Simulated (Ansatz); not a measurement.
The parent structure is CsPbBr3 in the cubic perovskite structure (space group Pm-3m, No. 221; a = 5.8721 Å).

Calculations: PBEsol (Ansatz, a first-principles code; PAW; 420 eV plane waves; no SOC).

Strains are applied to the cell and any free atomic positions relax.

One change was made to it. Results:

The hole mass changes from 0.13 mₑ (at R) to 0.15 mₑ (at R); the pressure goes from zero to -7.1 kbar; the band gap rises by 0.14 eV, from 1.43 eV to 1.57 eV.

Which of these changes matches the shifts?
A) isotropic strain +0.60 %
B) isotropic strain +1.20 %
C) isotropic strain +3.00 %
D) isotropic strain +1.80 %
E) isotropic strain +2.40 %

B, isotropic strain +1.20 %. For comparison, the band gap in the other runs: isotropic strain +3.00 % gives 1.76 eV; isotropic strain +2.40 % gives 1.70 eV; isotropic strain +1.80 % gives 1.64 eV; isotropic strain +0.60 % gives 1.50 eV.

Spin-orbit coupling, missing from the scalar runs, can matter with Pb. Masses are band curvatures over ±0.01 Å⁻¹ around the edge. No phonon test of stability was made. Many cubic perovskites are stable only at high temperature; tilts and polar distortions were not tested. This is not the structure that CsPbBr3 has at room temperature and ambient pressure.
